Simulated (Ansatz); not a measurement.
Consider the energy change on adding Ge2 to slab B from Ge (diamond). Reaction: cell B + 2 Ge (diamond) → cell A. Negative: the products are lower in energy.

Cell A: a slab of composition Si80Ge2Sb16 built on Si (diamond, Fd-3m) (100), with 64 atoms on that crystal's sites, 98 atoms, square cell of 15.47 Å (239.4 Å²), symmetry Pmm2, 7.9 Å thick under 17 Å of vacuum, in-plane vectors held at the crystal's; planes from bottom to top: Si16 × 5 | Sb16 | Ge2; foreign atoms: two times Sb2 bound through Sb to 2 Si at 2.61 Å; two times Sb2 bound through Sb to 2 Si at 2.60 Å; Ge2Sb4 bound through Sb to 2 Si at 2.60 Å; two times Sb2 bound through Sb to 2 Si at 2.59 Å; against B it holds Ge2 more, on a cell with 16 atoms a plane; spin state with PBE: run without spin, k-point mesh 3×3×1.
```
CELL_PARAMETERS angstrom
     15.47147     0.00000     0.00000
      0.00000    15.47147     0.00000
      0.00000     0.00000    25.17414
ATOMIC_POSITIONS crystal
  Si 0.00000 0.05039 0.32390
  Si 0.12505 0.00535 0.36727
  Si 0.12849 0.12500 0.42606
  Si 0.00000 0.12500 0.47506
  Si 0.00000 0.00400 0.52961
  Sb 0.12578 0.02817 0.59722
  Si 0.00000 0.19961 0.32390
  Si 0.12505 0.24465 0.36727
  Si 0.12376 0.37552 0.41705
  Si 0.00000 0.37536 0.47530
  Si 0.00000 0.24600 0.52961
  Sb 0.12578 0.22183 0.59722
  Si 0.00000 0.54955 0.31999
  Si 0.12448 0.50228 0.36287
  Si 0.12489 0.62500 0.41895
  Si 0.00000 0.62500 0.47090
  Si 0.00000 0.50583 0.52713
  Sb 0.12564 0.52842 0.59447
  Si 0.00000 0.70045 0.31999
  Si 0.12448 0.74772 0.36287
  Si 0.12376 0.87448 0.41705
  Si 0.00000 0.87464 0.47530
  Si 0.00000 0.74417 0.52713
  Sb 0.12564 0.72158 0.59447
  Si 0.25061 0.05029 0.32411
  Si 0.37547 0.00491 0.36719
  Si 0.37974 0.12500 0.42597
  Si 0.25589 0.12500 0.47810
  Si 0.25078 0.99945 0.52967
  Sb 0.37488 0.96552 0.59622
  Si 0.25061 0.19971 0.32411
  Si 0.37547 0.24509 0.36719
  Si 0.37339 0.37700 0.41564
  Si 0.24822 0.37628 0.47336
  Si 0.25078 0.25055 0.52967
  Sb 0.37488 0.28448 0.59622
  Si 0.24841 0.54956 0.31898
  Si 0.37381 0.50299 0.36130
  Si 0.37503 0.62500 0.41806
  Si 0.25037 0.62500 0.47043
  Si 0.24992 0.50526 0.52621
  Sb 0.37556 0.52554 0.59334
  Si 0.24841 0.70044 0.31898
  Si 0.37381 0.74701 0.36130
  Si 0.37339 0.87300 0.41564
  Si 0.24822 0.87372 0.47336
  Si 0.24992 0.74474 0.52621
  Sb 0.37556 0.72446 0.59334
  Si 0.50000 0.04987 0.32312
  Si 0.62453 0.00491 0.36719
  Si 0.62026 0.12500 0.42597
  Si 0.50000 0.12500 0.48320
  Si 0.50000 0.99104 0.52896
  Sb 0.62512 0.96552 0.59622
  Si 0.50000 0.20013 0.32312
  Si 0.62453 0.24509 0.36719
  Si 0.62661 0.37700 0.41564
  Si 0.50000 0.37923 0.46997
  Si 0.50000 0.25896 0.52896
  Sb 0.62512 0.28448 0.59622
  Si 0.50000 0.54950 0.31942
  Si 0.62619 0.50299 0.36130
  Si 0.62497 0.62500 0.41806
  Si 0.50000 0.62500 0.47015
  Si 0.50000 0.50494 0.52533
  Sb 0.62444 0.52554 0.59334
  Si 0.50000 0.70050 0.31942
  Si 0.62619 0.74701 0.36130
  Si 0.62661 0.87300 0.41564
  Si 0.50000 0.87077 0.46997
  Si 0.50000 0.74506 0.52533
  Sb 0.62444 0.72446 0.59334
  Si 0.74939 0.05029 0.32411
  Si 0.87495 0.00535 0.36727
  Si 0.87151 0.12500 0.42606
  Si 0.74411 0.12500 0.47810
  Si 0.74922 0.99945 0.52967
  Sb 0.87422 0.02817 0.59722
  Si 0.74939 0.19971 0.32411
  Si 0.87495 0.24465 0.36727
  Si 0.87624 0.37552 0.41705
  Si 0.75178 0.37628 0.47336
  Si 0.74922 0.25055 0.52967
  Sb 0.87422 0.22183 0.59722
  Si 0.75159 0.54956 0.31898
  Si 0.87552 0.50228 0.36287
  Si 0.87511 0.62500 0.41895
  Si 0.74963 0.62500 0.47043
  Si 0.75008 0.50526 0.52621
  Sb 0.87436 0.52842 0.59447
  Si 0.75159 0.70044 0.31898
  Si 0.87552 0.74772 0.36287
  Si 0.87624 0.87448 0.41705
  Si 0.75178 0.87372 0.47336
  Si 0.75008 0.74474 0.52621
  Sb 0.87436 0.72158 0.59447
  Ge 0.42117 0.12500 0.63314
  Ge 0.57883 0.12500 0.63314
```

Cell B: a slab of composition Si80Sb16 built on Si (diamond, Fd-3m) (100), with 64 atoms on that crystal's sites, 96 atoms, square cell of 15.47 Å (239.4 Å²), symmetry Pmm2, 6.9 Å thick under 16 Å of vacuum, in-plane vectors held at the crystal's; planes from bottom to top: Si16 × 5 | Sb16; foreign atoms: eight times Sb2 bound through Sb to 2 Si at 2.60 Å; spin state with PBE: run without spin, k-point mesh 3×3×1.
```yaml
crystal:
  lattice:
    - [15.47147, 0.00000, 0.00000]
    - [0.00000, 15.47147, 0.00000]
    - [0.00000, 0.00000, 23.00871]
  atoms:
    - { symbol: Si, position: [0.00000, 0.04925, 0.35057] }
    - { symbol: Si, position: [0.12500, 0.00254, 0.39766] }
    - { symbol: Si, position: [0.12500, 0.12500, 0.45887] }
    - { symbol: Si, position: [0.00000, 0.12500, 0.51547] }
    - { symbol: Si, position: [0.00000, 0.00524, 0.57647] }
    - { symbol: Sb, position: [0.12500, 0.02815, 0.65061] }
    - { symbol: Si, position: [0.00000, 0.20075, 0.35057] }
    - { symbol: Si, position: [0.12500, 0.24746, 0.39766] }
    - { symbol: Si, position: [0.12500, 0.37500, 0.45626] }
    - { symbol: Si, position: [0.00000, 0.37500, 0.51896] }
    - { symbol: Si, position: [0.00000, 0.24476, 0.57647] }
    - { symbol: Sb, position: [0.12500, 0.22185, 0.65061] }
    - { symbol: Si, position: [0.00000, 0.54925, 0.35057] }
    - { symbol: Si, position: [0.12500, 0.50254, 0.39766] }
    - { symbol: Si, position: [0.12500, 0.62500, 0.45887] }
    - { symbol: Si, position: [0.00000, 0.62500, 0.51547] }
    - { symbol: Si, position: [0.00000, 0.50524, 0.57647] }
    - { symbol: Sb, position: [0.12500, 0.52815, 0.65061] }
    - { symbol: Si, position: [0.00000, 0.70075, 0.35057] }
    - { symbol: Si, position: [0.12500, 0.74746, 0.39766] }
    - { symbol: Si, position: [0.12500, 0.87500, 0.45626] }
    - { symbol: Si, position: [0.00000, 0.87500, 0.51896] }
    - { symbol: Si, position: [0.00000, 0.74476, 0.57647] }
    - { symbol: Sb, position: [0.12500, 0.72185, 0.65061] }
    - { symbol: Si, position: [0.25000, 0.04925, 0.35057] }
    - { symbol: Si, position: [0.37500, 0.00254, 0.39766] }
    - { symbol: Si, position: [0.37500, 0.12500, 0.45887] }
    - { symbol: Si, position: [0.25000, 0.12500, 0.51547] }
    - { symbol: Si, position: [0.25000, 0.00524, 0.57647] }
    - { symbol: Sb, position: [0.37500, 0.02815, 0.65061] }
    - { symbol: Si, position: [0.25000, 0.20075, 0.35057] }
    - { symbol: Si, position: [0.37500, 0.24746, 0.39766] }
    - { symbol: Si, position: [0.37500, 0.37500, 0.45626] }
    - { symbol: Si, position: [0.25000, 0.37500, 0.51896] }
    - { symbol: Si, position: [0.25000, 0.24476, 0.57647] }
    - { symbol: Sb, position: [0.37500, 0.22185, 0.65061] }
    - { symbol: Si, position: [0.25000, 0.54925, 0.35057] }
    - { symbol: Si, position: [0.37500, 0.50254, 0.39766] }
    - { symbol: Si, position: [0.37500, 0.62500, 0.45887] }
    - { symbol: Si, position: [0.25000, 0.62500, 0.51547] }
    - { symbol: Si, position: [0.25000, 0.50524, 0.57647] }
    - { symbol: Sb, position: [0.37500, 0.52815, 0.65061] }
    - { symbol: Si, position: [0.25000, 0.70075, 0.35057] }
    - { symbol: Si, position: [0.37500, 0.74746, 0.39766] }
    - { symbol: Si, position: [0.37500, 0.87500, 0.45626] }
    - { symbol: Si, position: [0.25000, 0.87500, 0.51896] }
    - { symbol: Si, position: [0.25000, 0.74476, 0.57647] }
    - { symbol: Sb, position: [0.37500, 0.72185, 0.65061] }
    - { symbol: Si, position: [0.50000, 0.04925, 0.35057] }
    - { symbol: Si, position: [0.62500, 0.00254, 0.39766] }
    - { symbol: Si, position: [0.62500, 0.12500, 0.45887] }
    - { symbol: Si, position: [0.50000, 0.12500, 0.51547] }
    - { symbol: Si, position: [0.50000, 0.00524, 0.57647] }
    - { symbol: Sb, position: [0.62500, 0.02815, 0.65061] }
    - { symbol: Si, position: [0.50000, 0.20075, 0.35057] }
    - { symbol: Si, position: [0.62500, 0.24746, 0.39766] }
    - { symbol: Si, position: [0.62500, 0.37500, 0.45626] }
    - { symbol: Si, position: [0.50000, 0.37500, 0.51896] }
    - { symbol: Si, position: [0.50000, 0.24476, 0.57647] }
    - { symbol: Sb, position: [0.62500, 0.22185, 0.65061] }
    - { symbol: Si, position: [0.50000, 0.54925, 0.35057] }
    - { symbol: Si, position: [0.62500, 0.50254, 0.39766] }
    - { symbol: Si, position: [0.62500, 0.62500, 0.45887] }
    - { symbol: Si, position: [0.50000, 0.62500, 0.51547] }
    - { symbol: Si, position: [0.50000, 0.50524, 0.57647] }
    - { symbol: Sb, position: [0.62500, 0.52815, 0.65061] }
    - { symbol: Si, position: [0.50000, 0.70075, 0.35057] }
    - { symbol: Si, position: [0.62500, 0.74746, 0.39766] }
    - { symbol: Si, position: [0.62500, 0.87500, 0.45626] }
    - { symbol: Si, position: [0.50000, 0.87500, 0.51896] }
    - { symbol: Si, position: [0.50000, 0.74476, 0.57647] }
    - { symbol: Sb, position: [0.62500, 0.72185, 0.65061] }
    - { symbol: Si, position: [0.75000, 0.04925, 0.35057] }
    - { symbol: Si, position: [0.87500, 0.00254, 0.39766] }
    - { symbol: Si, position: [0.87500, 0.12500, 0.45887] }
    - { symbol: Si, position: [0.75000, 0.12500, 0.51547] }
    - { symbol: Si, position: [0.75000, 0.00524, 0.57647] }
    - { symbol: Sb, position: [0.87500, 0.02815, 0.65061] }
    - { symbol: Si, position: [0.75000, 0.20075, 0.35057] }
    - { symbol: Si, position: [0.87500, 0.24746, 0.39766] }
    - { symbol: Si, position: [0.87500, 0.37500, 0.45626] }
    - { symbol: Si, position: [0.75000, 0.37500, 0.51896] }
    - { symbol: Si, position: [0.75000, 0.24476, 0.57647] }
    - { symbol: Sb, position: [0.87500, 0.22185, 0.65061] }
    - { symbol: Si, position: [0.75000, 0.54925, 0.35057] }
    - { symbol: Si, position: [0.87500, 0.50254, 0.39766] }
    - { symbol: Si, position: [0.87500, 0.62500, 0.45887] }
    - { symbol: Si, position: [0.75000, 0.62500, 0.51547] }
    - { symbol: Si, position: [0.75000, 0.50524, 0.57647] }
    - { symbol: Sb, position: [0.87500, 0.52815, 0.65061] }
    - { symbol: Si, position: [0.75000, 0.70075, 0.35057] }
    - { symbol: Si, position: [0.87500, 0.74746, 0.39766] }
    - { symbol: Si, position: [0.87500, 0.87500, 0.45626] }
    - { symbol: Si, position: [0.75000, 0.87500, 0.51896] }
    - { symbol: Si, position: [0.75000, 0.74476, 0.57647] }
    - { symbol: Sb, position: [0.87500, 0.72185, 0.65061] }
```

Reference: Ge (diamond, Fd-3m), 2 atoms in the cell, k-point mesh 10×10×10 on the run's own vectors. Conventional cell: a = b = c = 5.760 Å, α = β = γ = 90.00°.

All numbers come from Ansatz (a quantum-chemistry and plane-wave program), plane waves with PAW, its default PAW set, cutoff 420 eV, 500 eV for r2SCAN. The structures are at rest with PBE, within the held lattices; other levels are single points on them. Neutral cells; Fermi-Dirac smearing of at most 0.10 eV in the solids, energies taken to zero width. The lattices are those relaxed with PBE or held as stated, so at other levels the solids can be strained, which adds to the spread. Larger cells are relaxed from a start prepared with the learned potential CHGNet, on a coarser mesh till forces fall under 0.03 eV/Å, which some starts already meet. A dispersion term (D3(BJ), or D4 for r2SCAN) was computed beside these levels and is taken off wherever the name lacks it. Nuclei at rest; no vibrational terms. No structure search was made; lower ones may exist. Spin-orbit coupling is left out. No correction for cell size. Cell A has symmetry Pmm2 and got no random move, so less symmetric positions, which may lie lower, weren't tried. Cell B has symmetry Pmm2 and got no random move, so less symmetric positions, which may lie lower, weren't tried.

### Question
Give the value at the level r2SCAN.

### Answer
1.43 eV, for cell B + 2 Ge (diamond) → cell A.

### Question
What do the other levels give, and how wide is the spread?

### Answer
| Method | value (eV) | less r2SCAN |
|---|---|---|
| PBE | 1.20 | -0.23 |

The levels span 0.23 eV, from PBE (1.20) to r2SCAN (1.43).
